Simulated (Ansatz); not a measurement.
Base system: AlN in the zinc blende structure (space group F-43m, No. 216; a = 4.3698 Å).

Structures relaxed with Ansatz (an electronic-structure program), r2SCAN, PAW, cutoff 500 eV, no spin-orbit coupling.

Base:

Simulated powder pattern, Cu Kα1, λ = 1.54056 Å (kinematic, ideal powder, no thermal factors, no anomalous dispersion; the 14 strongest lines at most, above 2 %, up to 2θ = 90°):

| 2θ (°) | I/Imax (%) | hkl |
|---|---|---|
| 35.55 | 100 | (111) |
| 41.29 | 11 | (200) |
| 59.81 | 49 | (220) |
| 71.56 | 33 | (311) |
| 75.27 | 3.5 | (222) |
| 89.68 | 7.3 | (400) |

After one change:

Simulated powder pattern, Cu Kα1, λ = 1.54056 Å (kinematic, ideal powder, no thermal factors, no anomalous dispersion; the 14 strongest lines at most, above 2 %, up to 2θ = 90°):

```csv
2θ (°),I/Imax (%)
36.11,100
41.94,11
60.82,49
72.82,33
76.62,3.5
```

Which of these changes matches the shifts?
(A) isotropic strain −2.50 %
(B) isotropic strain −1.50 %
(C) isotropic strain −0.50 %
(D) isotropic strain −1.00 %

B, isotropic strain −1.50 %. Its volume per atom is 9.97 Å³ against 10.43 Å³, and its space group is F-43m (No. 216).

Whether these cells are dynamically stable was not tested. This is not the structure that AlN has at room temperature and ambient pressure.
